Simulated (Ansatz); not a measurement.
BP (I-4m2), r2SCAN with spin-orbit coupling, rigid bands run with Ansatz (a first-principles code): Condition of this run: biaxial stress in (001) of -4 GPa (compression positive) (the target of the relaxation). band gap 1.17 eV, N_c = 1.30e19 cm⁻³ and N_v = 5.15e18 cm⁻³ at 300 K, conductivity masses along y (a = (0.00, 2.28, 2.25) Å; b = (2.28, 0.00, 2.25) Å; c = (2.28, 2.28, 0.00) Å) of 0.232 mₑ (electrons) and 0.322 mₑ (holes). Take k_BT = 0.02585 eV.

Problem. What built-in voltage has an abrupt junction with N_A = 1e17 and N_D = 1e18 cm⁻³, all dopants ionised?

Solution. V_bi = E_g/e − (k_BT/e) ln(N_c N_v/(N_A N_D)) = 1.17 − 0.02585 × 6.51 = 1.00 V. It follows the computed gap one for one.

Problem. Find the intrinsic carrier density and the intrinsic Fermi level.

Solution. n_i = √(N_c N_v) exp(−E_g/2k_BT) = 8.18e18 × exp(−22.63) = 1.2e9 cm⁻³. The level lies (k_BT/2) ln(N_v/N_c) = -12 meV from mid-gap (positive towards the conduction band). Each 0.1 eV added to the gap lowers n_i by a factor of 6.9.

Problem. What thermal injection velocity √(2k_BT/πm) limits a ballistic channel along the direction named?

Solution. 1.12e7 cm/s for electrons and 9.48e6 cm/s for holes, a ratio of √(m_h/m_e) = 1.18, for dilute carriers.

Rigid, parabolic bands with the computed gap; masses take one relaxation time for all states. Geometry: cell and atoms relaxed with PBEsol.
